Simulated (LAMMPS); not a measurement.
System: SiC (zinc blende), 1000 atoms, at 2180 K and 0 GPa, heated as the crystal.

Method: classical MD, pair style tersoff, file SiC_1994.tersoff, run in LAMMPS.

```
Item                                                                                  Value
---------------------------------------  --------------------------------------------------
state found                                             crystal; no diffusion seen in 30 ps
density                                                               3.0689 ± 0.0003 g/cm³
volume per atom                                                         10.8479 ± 0.0010 Å³
enthalpy per atom                                                       -5.8446 ± 0.0004 eV
first peak of g(r), C-Si                                                 1.90 Å, height 8.4
coordination number of C by Si                                     4.00 (counted to 2.70 Å)
coordination number of Si by C                                     4.00 (counted to 2.70 Å)
most common C-Si-C angle                 in the 3° bin centred on 109.5° (mean of all 109°)
mean frequency of the velocity spectrum                                            23.0 THz
cost                                                  about 9 core-minutes (a rough figure)
```

Potential: file SiC_1994.tersoff of the LAMMPS distribution; its header cites Tersoff, Phys Rev B, 49, 16349 (1994).

Caution: a run this short can hold a crystal over, or a liquid under, the potential's melting point.

States go by the mean squared displacement: a species diffuses where it passes 1.5 Å², still rises and gives D over 1e-6 cm²/s; a crystal has left its structure where atoms lie 0.35 Å off their sites on average or a cubic box changes its shape by 3 %.

Uncertainties are statistical and leave out the potential's own error.
